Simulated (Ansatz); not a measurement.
MoS2: pressure series

The parent structure is MoS₂ in the 2H-MoS2 type structure (space group P6_3/mmc, No. 194; a = 3.1732 Å, c = 12.4370 Å; layered, stacked along the Cartesian z axis).

Cell and atoms are relaxed at each pressure.

The values are results of plane-wave PAW DFT at the r2SCAN+rVV10 level (Ansatz, an electronic-structure program, 500 eV), no spin-orbit coupling, earlier PAW set, not measurements.

Notes on the quantities. enthalpy: H = E + PV relative to the base's energy.

| variant | density | band gap | shortest interatomic distance | enthalpy |
|---|---|---|---|---|
| base | 4.90 g/cm³ | 1.01 eV | 2.404 Å | – |
| pressure 1.8 GPa | 5.08 g/cm³ | 0.87 eV | 2.398 Å | +0.20 eV/atom |
| pressure 4.2 GPa | 5.26 g/cm³ | 0.74 eV | 2.390 Å | +0.46 eV/atom |
| pressure 9 GPa | 5.52 g/cm³ | 0.54 eV | 2.377 Å | +0.95 eV/atom |
| pressure 18 GPa | 5.90 g/cm³ | 0.26 eV | 2.356 Å | +1.82 eV/atom |
| pressure 30 GPa | 6.30 g/cm³ | zero | 2.333 Å | +2.91 eV/atom |
| pressure 45 GPa | 6.72 g/cm³ | zero | 2.311 Å | +4.18 eV/atom |
| pressure 60 GPa | 7.10 g/cm³ | zero | 2.292 Å | +5.38 eV/atom |

The mesh was chosen for an insulator and is coarse for the gapless case. Load acts through the strain it causes; cell and atoms are relaxed under it. Whether these cells are dynamically stable was not tested. Competing high-pressure phases were not computed. The final runs are not spin-polarised. A zero or small gap of MoS2 under pressure 18 GPa, MoS2 under pressure 30 GPa and MoS2 under pressure 45 GPa can be the functional's error rather than a property of the material.
